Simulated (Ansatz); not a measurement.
Sr2C (model structure, started from the fluorite type, Fm-3m, No. 225, 3 atoms in the cell), treated with PBE (plane waves, PAW; Ansatz, a program for electronic structure).

Input file:

Ansatz 0.2 input:
```yaml
crystal:
  lattice:
    - [0.0, 3.3092320966, 3.3092320966]
    - [3.3092320966, 0.0, 3.3092320966]
    - [3.3092320966, 3.3092320966, 0.0]
  atoms:
    - { symbol: C, position: [0.0, 0.0, 0.0] }
    - { symbol: Sr, position: [0.25, 0.25, 0.25] }
    - { symbol: Sr, position: [0.75, 0.75, 0.75] }
basis:
  ecutwfc: 520
  ecutrho_ratio: 4
  xc_grid: 2
kpoints:
  mp_grid: { grid: [14, 14, 14] }
hamiltonian:
  xc: pbe
  dispersion: none
  pseudopotentials: { kind: paw }
scf:
  occupations: { method: fermi_dirac, width: 0.05 }
  convergence: { dr2_threshold: 0.0000000003 }
output:
  forces: true
  stress: true
  eigenvalues: true
```

The run printed, among other lines:

```
Crystal: 3 atoms, lattice volume = 72.479 Å³
Basis set: ecut = 520 eV, 1917 PW (Γ), exchange–correlation on 72×72×72 points (8 copies of the dense FFT grid, shifted against one another)
Bands: 16, of which v1, the nominal top of the filled ones, is band 12 counted from 1 (11 counted from 0)
Symmetry: 48 space group operations
Space group: Fm-3m (ITA 225), of the structure as read, at distance tolerance 4.2e-5 Å
k-points: 104 of 2744
Functional: x = pbe(κ = 0.804, μ = 0.2195149727645171), c = pbe(β = 0.06672455060314922)
SCF iter   1: F=—  HF=-7337.504095 eV  |F-HF|=—  |Δ(HF+E_count)|=         —  Δρ=4.50e-3  dr2=3.72e-2
SCF iter   2: F=—  HF=-7337.501971 eV  |F-HF|=—  |Δ(HF+E_count)|=   2.12e-3  Δρ=1.86e-3  dr2=4.26e-3
  ...
SCF iter   8: F=—  HF=-7337.501748 eV  |F-HF|=—  |Δ(HF+E_count)|=   3.44e-9  Δρ=9.52e-7  dr2=7.21e-10
SCF iter   9: F=-7337.501748 eV  HF=-7337.501748 eV  |F-HF|=8.19e-12  |Δ(HF+E_count)|=  2.55e-10  Δρ=2.16e-7  dr2=4.96e-11
SCF 1 converged in 9 iterations: F = -7337.501748 eV  dr2 = 4.96e-11
SCF converged after 9 iterations
Free energy (F): -7337.501748 eV
Internal energy: -7337.489211 eV  (E = F + TS)
E sigma→0 (E₀):  -7337.495480 eV
Fermi energy:    8.772766 eV
--- Forces (eV/Å), atoms counted from 1 ---
  atom   1  C     -0.00000000     0.00000000     0.00000000
  atom   2  Sr     0.00000000    -0.00000000     0.00000000
  atom   3  Sr     0.00000000    -0.00000000    -0.00000000
--- Stress (GPa, compression-positive) ---
        2.227616      -0.000000      -0.000000
        0.000000       2.227616       0.000000
        0.000000      -0.000000       2.227616
  P = ⅓ Tr σ = 2.2276 GPa (22.276 kbar)
```

Note: the relaxation could raise the start's symmetry but not lower it, so the cell can be a saddle point. Note: cell and atoms aren't relaxed at this level (pressure 2.2 GPa).

A model structure was made by putting elements into a prototype or built by hand; it is no filed structure, need not be a known phase, and can be a saddle point held by its symmetry.
